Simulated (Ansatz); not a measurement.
## A computed series for Ti2AlN: response to strain

Take Ti2AlN (space group P6_3/mmc, No. 194; a = 2.964 Å, c = 13.534 Å; a cell from a computed database, its experimental status unchecked) as the base. Axes: x lies along a and z along c of the hexagonal cell.

Strains are applied to the cell and any free atomic positions relax; under biaxial strain the out-of-plane vector relaxes too; under stress the whole cell relaxes.

The values are results of PBEsol (Ansatz, a first-principles code, PAW, spin-orbit coupling left out), not measurements.

Notes on the quantities. pressure: mean of the normal stresses, compression positive; energy relative to the base: free energy F.

```tsv
change	pressure	energy relative to the base	volume per atom
base	0.0 GPa	0 meV/atom	12.87 Å³
biaxial strain +4.43 %, plane normal [001], relaxed out of plane	-8.3 GPa	–	13.66 Å³
isotropic strain +1.02 %	-4.7 GPa	+6.0 meV/atom	13.27 Å³
uniaxial stress, 2 GPa compression along z	–	+0.6 meV/atom	12.82 Å³
tensor shear ε_xy = −1.14 %	0.1 GPa	+2.7 meV/atom	12.87 Å³
```

Without a gap, meshes like the base's 18×18×4 leave anisotropic stresses uncertain by several tenths of a GPa, and small strain energies with them. Stability under load was not tested beyond the relaxation. All final runs are without spin polarisation.
